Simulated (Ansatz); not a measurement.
CoSi: point defects

The reference is an 8-atom supercell of CoSi (space group P2_13, No. 198; a = 4.386 Å; non-magnetic) at its relaxed geometry.

One neutral defect a cell, atoms relaxed at fixed cell.

Computed with PBEsol in Ansatz (plane waves to 420 eV, PAW, no SOC).

| change | largest displacement of a host atom from its site in the perfect cell | pressure |
|---|---|---|
| perfect supercell | – | 0.0 GPa |
| Si on a Co site (antisite), symmetric start | 0.09 Å | 17.5 GPa |
| S on a Si site, symmetric start | 0.05 Å | 5.5 GPa |
| Co vacancy | 0.08 Å | -7.4 GPa |
| Tl on a Si site | 0.14 Å | 37.3 GPa |
| Co interstitial (started 1.58 Å from the nearest host atom) | 0.43 Å | 46.4 GPa |

The magnetic state is the one reached from the starting moments; the real material's order can differ, and small cells can't hold many antiferromagnetic ones. In so small a cell the defect repeats every few ångströms: this is an ordered compound, not a dilute defect. Defects with a symmetric start kept the site's symmetry and may sit on a saddle; the others started slightly shaken. Starting moments died away, wholly or in part, for Si on a Co site (antisite), the base, S on a Si site and Co vacancy and more; another magnetic solution may exist. Spin-polarised in the final run: Si on a Co site (antisite), S on a Si site, Co vacancy, Tl on a Si site and Co interstitial (started 1.58 Å from the nearest host atom); the other runs are not.

Ansatz is an electronic-structure program.
